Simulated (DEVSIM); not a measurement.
System: Schottky contact on n-type Si, at 300 K.

Layer 1 from the left is Si, thickness (μm) 1.90, Nd (cm⁻³) 1.5e16, τn (s) 4.7e-5, τp (s) 4.7e-5.

Left contact: Schottky, work function 4.61 eV, emission velocity 4.3e6 cm/s. Right contact: ohmic. Voltage is applied to the left contact. Recombination: SRH at mid-gap, radiative. Mobility is μmin + (μ − μmin)/(1 + (N/Nref)^α).

The device is made up for the run: typed textbook-type constants, with dimensions and the other settings drawn at random. Values at 300 K.

Si: gap (eV) 1.124, affinity (eV) 4.05, permittivity 11.7, Nc (cm⁻³) 2.86e19, Nv (cm⁻³) 3.1e19, μn (cm²/Vs) 1417, μp (cm²/Vs) 470, μn,min 52, μp,min 45, Nref,n 9.7e16, Nref,p 2.2e17, αn 0.68, αp 0.72, B (cm³/s) 4.7e-15.

Simulated with DEVSIM: 1D drift-diffusion, Boltzmann statistics, complete ionisation; no tunnelling, impact ionisation, image-force lowering or self-heating. Metal contacts follow the ideal Schottky-Mott rule: no Fermi-level pinning, no interface dipoles.

Dark forward current:

```csv
|V| (V),|J| (A/cm²)
0.05,0.04107
0.10,0.3212
0.15,2.215
0.20,14.50
0.25,80.78
0.30,297.4
0.35,688.5
0.40,1191
0.45,1756
0.50,2358
```

### Question
Work out the local ideality factor n = ΔV / (kT/q · ln(J2/J1)) between the rows 0.15 and 0.20 V, 0.45 and 0.50 V.

### Answer
kT/q = 25.85 mV. From 0.15 to 0.20 V: ln(14.50/2.215) = 1.879, n = 1.03, near the 1 of diffusion or emission over a barrier. From 0.45 to 0.50 V: ln(2358/1756) = 0.295, n = 6.56; the layers' resistance at their doping, Σ W/(qμN) = 7.1e-5 Ω cm², would take 43 mV of this step of 50 mV.

### Question
Estimate the current at 0.15 V for emission alone, J0 = q v N_band exp(−φB/kT), and read the barrier back from the simulated current.

### Answer
φB = 0.560 eV, N_band = 2.86e19 cm⁻³, J0 = 0.00770 A/cm²; J = J0 (exp(qV/kT) − 1) = 2.54 A/cm². The simulation gives 2.21 A/cm²; the estimate lies 15 % above. Read backwards, the simulated current gives an apparent barrier of 0.564 eV. The estimate leaves out transport through the depletion region and minority injection.
